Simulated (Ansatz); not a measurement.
## CdTe under a change: uniaxial strain ε_xx = −0.70 %

Take CdTe in the zinc blende structure (space group F-43m, No. 216; a = 6.5576 Å) as the base. Axes: x, y, z lie along the cube axes.

Now apply this change: uniaxial strain ε_xx = −0.70 %, all other strain components held at zero, atoms relaxed at fixed cell.

Method: Ansatz (an electronic-structure program) r2SCAN, no SOC. k-mesh 9×9×9 (Γ-centred); smearing 0.05 eV (Fermi–Dirac).

The space group goes from F-43m (No. 216) to I-4m2 (No. 119) and the shortest interatomic distance shrinks by 0.007 Å to 2.833 Å. The energy hardly moves and the band gap stays 1.17 eV. The gap character is still direct at Γ and the electron mass goes from 0.090 mₑ (at Γ) to 0.091 mₑ (at Γ). The valence-band top at Γ (three highest levels, from the VBM) changes from 0.00, 0.00, 0.00 eV to 0.00, -0.02, -0.02 eV and the valley order (the lowest conduction-band minima on the path, energy above the VBM, named in the base's zone) becomes Γ 1.17 eV; L along [1-1-1] 2.20 eV (base: Γ 1.17 eV; L along ⟨111⟩ 2.20 eV). The stress (xx, yy, zz, yz, xz, xy; compression positive) comes out as (0.36, 0.25, 0.25, 0.00, 0.00, 0.00) GPa.

Final structure:

```
CELL_PARAMETERS angstrom
      0.00000     3.27881     3.27881
      3.25586     0.00000     3.27881
      3.25586     3.27881     0.00000
ATOMIC_POSITIONS crystal
  Te 0.75000 0.75000 0.75000
  Cd 0.00000 0.00000 0.00000
```

With Te present, leaving out spin-orbit coupling can change the band edges. Masses are band curvatures over ±0.01 Å⁻¹ around the edge. Stability against distortions was not tested. k-point labels follow each cell's own Brillouin zone.
